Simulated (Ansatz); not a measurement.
The reference is LiTi2O4 (space group Imm2, No. 44; a = 3.799 Å, b = 4.016 Å, c = 8.980 Å; a cell from a computed database, its experimental status unchecked). Axes: x, y, z lie along a, b, c of the conventional cell.

Calculations: PBEsol in Ansatz (plane waves to 420 eV, PAW, spin-orbit coupling left out).

Before the change:

* **Pressure**: 0.0 GPa
* **Shortest interatomic distance**: 3.659 bohr

Now apply this change: the symmetric strain tensor [-0.0161 0.0033 -0.0172; 0.0033 -0.0055 -0.0074; -0.0172 -0.0074 -0.0085]; the atoms relax in the strained cell.

### Question
What happens to the largest internal atomic displacement?

### Answer
The largest internal atomic displacement comes out as 0.028 Å.

### Question
What happens to the pressure?

### Answer
The pressure (mean of the normal stresses, compression positive) goes from zero to 6.4 GPa.

### Question
What happens to the shortest interatomic distance?

### Answer
The shortest interatomic distance decreases by 0.068 bohr (3.659 bohr → 3.591 bohr).

### Question
What happens to the energy relative to the base?

### Answer
The energy goes up by 10 meV/atom.

Without a gap, meshes like the base's 15×15×15 leave anisotropic stresses uncertain by several tenths of a GPa, and small strain energies with them. Stability against distortions was not tested. No Hubbard U is applied, and correlation can decide whether such a compound is a metal. All final runs are without spin polarisation. An odd electron count without spin: LiTi2O4.

Ansatz is a first-principles code.
